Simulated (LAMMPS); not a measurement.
Consider a melt made from Cu (fcc) with 75 % of Cu sites Pd, 4000 atoms, at 1620 K and 0 GPa, brought to that temperature within a few picoseconds in molecular dynamics.

All values are model results, not measurements: classical MD, pair style eam, the elements' _u3.eam files (universal-3 set of Foiles, Baskes and Daw), run in LAMMPS.

Question: Give probability per degree against angle (°) as the simulation yields it.

Answer: State found: liquid.
```tsv
angle (°)	probability per degree, Cu-Pd-Pd	probability per degree, Pd-Pd-Pd	probability per degree, Cu-Pd-Cu
31.50	0.0000	0.0000	0.0000
34.50	0.0001	0.0000	0.0001
37.50	0.0011	0.0004	0.0007
40.50	0.0038	0.0020	0.0029
43.50	0.0073	0.0050	0.0057
46.50	0.0111	0.0086	0.0078
49.50	0.0136	0.0117	0.0093
52.50	0.0149	0.0133	0.0115
55.50	0.0143	0.0139	0.0112
58.50	0.0134	0.0131	0.0111
61.50	0.0114	0.0118	0.0089
64.50	0.0093	0.0102	0.0082
67.50	0.0081	0.0088	0.0073
70.50	0.0069	0.0077	0.0066
73.50	0.0065	0.0069	0.0070
76.50	0.0063	0.0066	0.0073
79.50	0.0062	0.0065	0.0074
82.50	0.0063	0.0068	0.0073
85.50	0.0070	0.0073	0.0084
88.50	0.0076	0.0080	0.0082
91.50	0.0081	0.0084	0.0096
94.50	0.0090	0.0092	0.0099
97.50	0.0093	0.0097	0.0106
100.5	0.0102	0.0102	0.0111
103.5	0.0100	0.0105	0.0114
106.5	0.0100	0.0101	0.0106
109.5	0.0096	0.0102	0.0107
112.5	0.0092	0.0100	0.0107
115.5	0.0091	0.0093	0.0098
118.5	0.0087	0.0089	0.0095
121.5	0.0076	0.0081	0.0087
124.5	0.0074	0.0077	0.0078
127.5	0.0070	0.0071	0.0069
130.5	0.0066	0.0067	0.0074
133.5	0.0060	0.0064	0.0061
136.5	0.0058	0.0060	0.0064
139.5	0.0055	0.0058	0.0066
142.5	0.0054	0.0055	0.0064
145.5	0.0050	0.0050	0.0045
148.5	0.0048	0.0048	0.0052
151.5	0.0043	0.0044	0.0051
154.5	0.0038	0.0042	0.0042
157.5	0.0035	0.0038	0.0040
160.5	0.0033	0.0033	0.0030
163.5	0.0026	0.0028	0.0031
166.5	0.0022	0.0024	0.0029
169.5	0.0018	0.0018	0.0021
172.5	0.0012	0.0013	0.0013
175.5	0.0007	0.0008	0.0008
178.5	0.0002	0.0003	0.0002
```

Caution: a run this short can hold a crystal over, or a liquid under, the potential's melting point.
